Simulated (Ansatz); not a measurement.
ScB (model structure, started from the rocksalt type, Fm-3m, No. 225, 2 atoms in the cell): properties by level of theory

```tsv
level (code)	equilibrium lattice constant a (Å)	bulk modulus (GPa)	cohesive energy (eV/atom)
LDA (Ansatz)	4.840	119	(withheld)
PBE (Ansatz)	4.937	105	4.98
PBEsol (Ansatz)	(withheld)	(withheld)	5.40
r²SCAN (Ansatz)	(withheld)	(withheld)	(withheld)
```

Q: Fill in the missing entries.

A: 
- LDA (Ansatz, a program for electronic structure), cohesive energy (eV/atom): 5.80
- PBEsol (Ansatz), equilibrium lattice constant a (Å): 4.887
- PBEsol (Ansatz), bulk modulus (GPa): 112
- r²SCAN (Ansatz), equilibrium lattice constant a (Å): 4.945
- r²SCAN (Ansatz), bulk modulus (GPa): 109
- r²SCAN (Ansatz), cohesive energy (eV/atom): 4.92

Caveats: the bulk modulus is −V dP/dV from two relaxed cells at ±2 % in volume (LDA, PBE, PBEsol, r²SCAN). Ansatz's density-functional and Hartree–Fock values are scalar-relativistic unless marked +SOC, with PAW data made under PBE.

The crystal itself was run without spin with LDA, PBE, PBEsol, r²SCAN; a magnetic state was not tried in these runs.

Free atoms are spin-polarised, in the lowest state found; at levels without +SOC their spin–orbit coupling is left out.

The computed numbers hold no vibrational or temperature effects.

A model structure was made by putting elements into a prototype or built by hand; it is no filed structure, need not be a known phase, and can be a saddle point held by its symmetry.
